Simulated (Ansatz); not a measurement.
For V2AlC (P6₃/mmc, No. 194; start mp-1025497), LDA in Ansatz (PAW) gives:

lattice parameter a: 2.857 Å
c axis length: 12.899 Å

**Question.** What does PBE-D4 (plane waves, PAW; Ansatz, a first-principles code) give for the same quantities?

**Answer.** 
- lattice constant a: 2.881 Å (grows by 0.8 %)
- lattice parameter c: 13.020 Å (goes up by 0.9 %)

Changes are worked out from the printed values.

Unless a cell is named, each level is at its own relaxed cell (LDA 11.40, PBE-D4 11.70 Å³/atom).

The crystal itself was run without spin with LDA, PBE-D4.

Caveats: the relaxation could not lower the start's symmetry, so the cell can be a saddle point above a distorted one (LDA, PBE-D4). Ansatz's density-functional and Hartree–Fock values are scalar-relativistic unless marked +SOC, with PAW data made under PBE.

A start named mp-… is a Materials Project structure, which can be a computed phase never made.
